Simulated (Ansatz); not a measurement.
The reference is CaF2 in the fluorite structure (space group Fm-3m, No. 225; a = 5.4206 Å).

One thing is altered: cell and atoms relaxed at a pressure of 0.3 GPa.

Levels (all Ansatz, a quantum-chemistry and plane-wave program, PAW): PBEsol (420 eV, scalar-relativistic without spin-orbit coupling); r2SCAN (500 eV, no spin-orbit coupling); HSE06 (420 eV, no SOC).

At the geometry relaxed with PBEsol, these levels gave the following band gaps, in shuffled order: (a) 8.11 eV, (b) 7.27 eV, (c) 9.54 eV.

Task: Match each gap to its level.

Result: (a) r2SCAN; (b) PBEsol; (c) HSE06.

Single points use the geometry relaxed with PBEsol. HSE06 gaps are upper bounds (no full band path). Load acts through the strain it causes; cell and atoms are relaxed under it. Stability against distortions was not tested.
